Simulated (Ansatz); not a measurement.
Reference: BP (F-43m), PBEsol with spin-orbit coupling, rigid bands (plane waves, PAW; Ansatz, a quantum-chemistry and plane-wave program); axes and stresses refer to this cell.

```
BP
1.0
    0.00000     2.26008     2.26008
    2.26008     0.00000     2.26008
    2.26008     2.26008     0.00000
B P
1 1
Direct
  0.00000   0.00000   0.00000
  0.25000   0.25000   0.25000
```

The electron conductivity mass is 0.33 mₑ, the Seebeck coefficient, p-type 1e19 cm⁻³ is 326 μV/K and the band gap is 1.10 eV.

Question: Change: hydrostatic pressure 2 GPa. What happens to electron conductivity mass, Seebeck coefficient, p-type 1e19 cm⁻³, band gap?

Answer: electron conductivity mass moves little, to 0.33 mₑ; Seebeck coefficient, p-type 1e19 cm⁻³ moves little, to 327 μV/K; band gap moves little, to 1.08 eV.

Question: Change: hydrostatic pressure 5 GPa. What happens to electron conductivity mass, Seebeck coefficient, p-type 1e19 cm⁻³, band gap?

Answer: electron conductivity mass moves little, to 0.33 mₑ; Seebeck coefficient, p-type 1e19 cm⁻³ moves little, to 327 μV/K; band gap shrinks to 1.06 eV.

Question: Change: uniaxial stress zz = -2 GPa (compression positive). What happens to electron conductivity mass, Seebeck coefficient, p-type 1e19 cm⁻³, band gap?

Answer: electron conductivity mass moves little, to 0.33 mₑ; Seebeck coefficient, p-type 1e19 cm⁻³ falls to 301 μV/K; band gap shrinks to 1.05 eV.

Question: Change: uniaxial stress zz = 2 GPa (compression positive). What happens to electron conductivity mass, Seebeck coefficient, p-type 1e19 cm⁻³, band gap?

Answer: electron conductivity mass moves little, to 0.33 mₑ; Seebeck coefficient, p-type 1e19 cm⁻³ falls to 290 μV/K; band gap drops to 0.99 eV.

Masses are for dilute carriers at 300 K, harmonic means over directions unless an axis is named. Seebeck coefficients are for the stated density at 300 K, with one relaxation time for all states and whether or not that doping can be reached. Stresses and pressures are the targets of the relaxation.  The structure type is held under load, also where the real crystal would transform.
